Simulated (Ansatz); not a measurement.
Base system: BAs in the wurtzite structure (space group P6_3mc, No. 186; a = 3.354 Å, c = 5.554 Å; a cell from a computed database, its experimental status unchecked). Axes: x lies along a and z along c of the hexagonal cell.

Perturbation: compressive biaxial strain of 1.76 % in the plane normal to [001], as in epitaxy on a mismatched substrate; the out-of-plane cell vector and the atoms relax.

Levels (all Ansatz, a program for electronic structure, PAW): PBEsol (420 eV, no SOC); r2SCAN (500 eV, spin-orbit coupling left out); HSE06 (420 eV, scalar-relativistic without spin-orbit coupling).

One geometry, relaxed with PBEsol, under each level:

| level | band gap | lowest conduction level above the VBM at special points | electron mass | pressure |
|---|---|---|---|---|
| PBEsol | 0.94 eV | K 0.94 eV; M 1.09 eV; L 1.65 eV; H 2.55 eV | 0.25 mₑ out of plane, 0.41 mₑ in plane (at K) | 4.91 GPa |
| r2SCAN | 1.25 eV | K 1.25 eV; M 1.39 eV; L 1.96 eV; H 2.87 eV | 0.24 mₑ out of plane, 0.41 mₑ in plane (at K) | 6.65 GPa |
| HSE06 | 1.66 eV | K 1.66 eV; M 1.84 eV; L 2.46 eV; Γ 3.50 eV | – | – |

Single points use the geometry relaxed with PBEsol. Their cutoffs differ, which shifts pressures a little. The hybrid gap comes from the SCF mesh plus the semilocal run's edge points and a few special points and is an upper bound. Effective masses come from finite differences of ±0.01 Å⁻¹. Stability against distortions was not tested. This is not the structure that BAs has at room temperature and ambient pressure.
